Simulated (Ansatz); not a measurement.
GeRh (Pnma, No. 62) was calculated with r²SCAN in Ansatz (plane waves, PAW).

Numerical settings: plane-wave cutoff 560 eV, 10×18×10 k mesh (along the axes of the cell as run), Fermi–Dirac smearing 0.05 eV, no spin polarisation, scalar-relativistic PAW data made under PBE.

Cell (relaxed at this level):

```
CELL_PARAMETERS angstrom
      5.65589     0.00000     0.00000
      0.00000     3.32697     0.00000
      0.00000     0.00000     6.42002
ATOMIC_POSITIONS crystal
  Rh 0.99555 0.75000 0.20390
  Rh 0.00445 0.25000 0.79610
  Rh 0.50445 0.25000 0.70390
  Rh 0.49555 0.75000 0.29610
  Ge 0.80752 0.75000 0.56599
  Ge 0.19248 0.25000 0.43401
  Ge 0.69248 0.25000 0.06599
  Ge 0.30752 0.75000 0.93401
```

Q: Predict the bulk modulus.

A: 
* **bulk modulus**: 159 GPa

The run finds no gap.

Note: the bulk modulus is −V dP/dV from two relaxed cells at ±2 % in volume.

Ansatz is a program for electronic structure.
